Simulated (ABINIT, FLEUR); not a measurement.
An ABINIT input for a self-consistent single point of ZnP (P6_3mc, 4 atoms in the cell) (DFT, PBEsol, plane waves, PAW (JTH v2.0 PBE PAW, files made for PBE)):

```
# ZnP, JTH v2.0 PBE PAW
pp_dirpath "./"
pseudos "Zn.GGA_PBE-JTH.xml, P.GGA_PBE-JTH.xml"
acell 3*1.0 Angstrom
rprim
         3.6346600611   -0.0000000142    0.0000000000
        -1.8173300183    3.1477079542    0.0000000000
         0.0000000000    0.0000000000    6.9140700000
natom 4
ntypat 2
znucl 30 15
typat 1 1 2 2
xred
         0.3333333333    0.6666666667    0.3558400000
         0.6666666667    0.3333333333    0.8558400000
         0.3333333333    0.6666666667    0.0191600000
         0.6666666667    0.3333333333    0.5191600000
ecut 30 Ha
pawecutdg 60 Ha
pawxcdev 0
ixc -116133
occopt 7
tsmear 0.2 eV
nband 23
kptopt 1
ngkpt 10 10 5
nshiftk 1
shiftk 0 0 0
nstep 80
tolvrs 1.0e-10
prtwf 0
prtden 0
enunit 1
```

Translate this input to FLEUR.

One input that does it (others would too):

Input of the input generator:

```
ZnP crystal
&input film=f /
6.8685120717 -0.0000000268 0.0000000000
-3.4342560126 5.9483059537 0.0000000000
0.0000000000 0.0000000000 13.0656987065
1.0
1.0 1.0 1.0

4
30 0.3333333333 0.6666666667 0.3558400000
30 0.6666666667 0.3333333333 0.8558400000
15 0.3333333333 0.6666666667 0.0191600000
15 0.6666666667 0.3333333333 0.5191600000

&comp jspins=1 /
&exco xctyp='PBEs' /
&kpt div1=10 div2=10 div3=5 gamma=t /
&end /
```

```xml
<?xml version="1.0" encoding="UTF-8" standalone="no"?>
<fleurInput fleurInputVersion="0.39">
   <comment>
      ZnP crystal                                                                                         
   </comment>
   <calculationSetup>
      <cutoffs Kmax="4.0" Gmax="16.0" GmaxXC="16.0" numbands="0"/>
      <scfLoop itmax="100" minDistance="0.00001" maxIterBroyd="25" imix="Anderson" alpha="0.05" precondParam="0.0" spinf="2.0"/>
      <coreElectrons ctail="T" frcor="F" kcrel="0" coretail_lmax="0"/>
      <xcFunctional name="PBEs" relativisticCorrections="F"/>
      <magnetism jspins="1"/>
      <soc l_soc="F" theta="0.0" phi="0.0" spav="F"/>
      <expertModes spex="0" secvar="F"/>
      <geometryOptimization l_f="T" forcealpha="1.0" forcemix="BFGS" epsdisp="0.00001" epsforce="0.00001"/>
      <ldaU l_linMix="F" mixParam="0.05" spinf="1.0"/>
   </calculationSetup>
   <cell>
      <bzIntegration valenceElectrons="34.0" mode="gauss" fermiSmearingEnergy="0.00734986">
         <kPointListSelection listName="default-1"/>
         <!-- k-points included here -->
         <xi:include xmlns:xi="http://www.w3.org/2001/XInclude" href="kpts.xml"> </xi:include>
      </bzIntegration>
      <!-- symmetry operations included here -->
      <xi:include xmlns:xi="http://www.w3.org/2001/XInclude" href="sym.xml"> </xi:include>
      <bulkLattice scale="1.0">
         <bravaisMatrix>
            <row-1>    6.8685120716999997    -0.0000000268000000     0.0000000000000000</row-1>
            <row-2>   -3.4342560126000001     5.9483059537000003     0.0000000000000000</row-2>
            <row-3>    0.0000000000000000     0.0000000000000000    13.0656987064999992</row-3>
         </bravaisMatrix>
      </bulkLattice>
   </cell>
   <atomSpecies>
      <species name="Zinc (Zn)" element="Zn" atomicNumber="30">
         <mtSphere radius="2.44" gridPoints="859" logIncrement="0.014"/>
         <atomicCutoffs lmax="10" lnonsphr="8"/>
         <electronConfig flipSpins="F">
            <coreConfig>(1s1/2) (2s1/2) (2p1/2) (2p3/2) (3s1/2) (3p1/2) (3p3/2)</coreConfig>
            <valenceConfig>(4s1/2) (3d3/2) (3d5/2)</valenceConfig>
         </electronConfig>
         <energyParameters s="4" p="4" d="3" f="4"/>
         <lo type="HELO" l="2" n="4" eDeriv="0"/>
      </species>
      <species name="Phosphorous (P)" element="P" atomicNumber="15">
         <mtSphere radius="1.58" gridPoints="559" logIncrement="0.02"/>
         <atomicCutoffs lmax="6" lnonsphr="4"/>
         <electronConfig flipSpins="F">
            <coreConfig>(1s1/2) (2s1/2) (2p1/2) (2p3/2)</coreConfig>
            <valenceConfig>(3s1/2) (3p1/2) (3p3/2)</valenceConfig>
            <stateOccupation state="(3p1/2)" spinUp="0.5" spinDown="0.5"/>
            <stateOccupation state="(3p3/2)" spinUp="1.0" spinDown="1.0"/>
         </electronConfig>
         <energyParameters s="3" p="3" d="3" f="4"/>
      </species>
   </atomSpecies>
   <atomGroups>
      <atomGroup species="Zinc (Zn)">
         <relPos label="                   1">1.000/3.000 -1.000/3.000 .3558400000</relPos>
         <relPos label="                   2">-1.000/3.000 1.000/3.000 -.1441600000</relPos>
         <force calculate="T" relaxXYZ="TTT"/>
      </atomGroup>
      <atomGroup species="Phosphorous (P)">
         <relPos label="                   3">1.000/3.000 -1.000/3.000 .0191600000</relPos>
         <relPos label="                   4">-1.000/3.000 1.000/3.000 -.4808400000</relPos>
         <force calculate="T" relaxXYZ="TTT"/>
      </atomGroup>
   </atomGroups>
   <output dos="F" band="F" slice="F">
      <checks vchk="F" cdinf="F"/>
      <bandDOS minEnergy="-.5*Htr" maxEnergy="0.5*Htr" sigma="0.015" storeEVData="T"/>
      <vacuumDOS vacdos="F" integ="F" star="F" nstars="0" locx1="0.0" locy1="0.0" locx2="0.0" locy2="0.0" nstm="0" tworkf="0.0"/>
      <unfoldingBand unfoldBand="F" supercellX="1" supercellY="1" supercellZ="1"/>
      <plotting iplot="0" polar="F">
         <plot TwoD="T" vec1="  1.0  0.0  0.0" vec2="  0.0  1.0  0.0" vec3="  0.0  0.0  1.0" zero="  0.0  0.0  0.0" file="plot"/>
      </plotting>
      <chargeDensitySlicing numkpt="0" minEigenval="0.0" maxEigenval="0.0" nnne="0" pallst="F"/>
      <specialOutput eonly="F"/>
      <magneticCircularDichroism mcd="F" energyLo="-10.0" energyUp="0.0"/>
   </output>
  <!-- We include the file relax.xml here to enable relaxations (see documentation) -->
  <xi:include xmlns:xi="http://www.w3.org/2001/XInclude" href="relax.xml"> <xi:fallback/> </xi:include>
</fleurInput>
```

Basis settings and potentials, where a program has them, do not carry over. This input uses DFT, PBEsol, all-electron FLAPW (FLEUR), scalar-relativistic valence. Both were run: largest force 0.016 eV/Å in ABINIT and 0.015 in FLEUR.

On ABINIT: the starting cell comes from a database of computed structures (which also holds hypothetical and non-ambient phases and stackings), without a prior relaxation at this level. The potentials were made for another functional than the one used. With a pressure of about -4 GPa the cell is away from its equilibrium volume at this level. The run gives no clean gap (levels at the Fermi energy touch, overlap or are partly filled at this smearing), which alone does not show that the compound is a metal.

On FLEUR: the starting cell comes from a database of computed structures (which also holds hypothetical and non-ambient phases and stackings), without a prior relaxation at this level. Values depend on the basis (sphere radii, cutoffs, local orbitals), which need not be converged. No gap is read from this output.
